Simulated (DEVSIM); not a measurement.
Device: TaN/Si3N4/n-Si capacitor, at 300 K.

```csv
layer (left to right),material,thickness (nm),Nd (cm⁻³)
1,Si3N4,30.0,-
2,Si,6200,8.6e15
```

Metal gate on the left, work function 4.4 eV. Fixed charge at the semiconductor interface 0 cm⁻² (in units of +e); interface traps 1.1e12 cm⁻² eV⁻¹, uniform in energy, neutral level at 0.5 of the gap above the valence band.

This is a model device: material constants are rounded textbook-type values typed into the input, and sizes, dopings and lifetimes were drawn at random. Values at 300 K.

```tsv
parameter	Si3N4	Si
gap (eV)	5.1	1.124
affinity (eV)	2.1	4.05
permittivity	7.5	11.7
Nc (cm⁻³)	-	2.86e19
Nv (cm⁻³)	-	3.1e19
```

Simulated with DEVSIM: 1D Poisson equation in equilibrium, Boltzmann statistics, complete ionisation; no quantum confinement or tunnelling. Metal contacts follow the ideal Schottky-Mott rule: no Fermi-level pinning, no interface dipoles.

The fixed charge was swept, all else fixed.

```tsv
fixed charge (cm^-2)	flat-band voltage (V)
-9.3e11	1.09
-4.65e11	0.76
0	0.42
4.65e11	0.08
9.3e11	-0.25
```

From the first row to the last the flat-band voltage goes from 1.09 to -0.25.
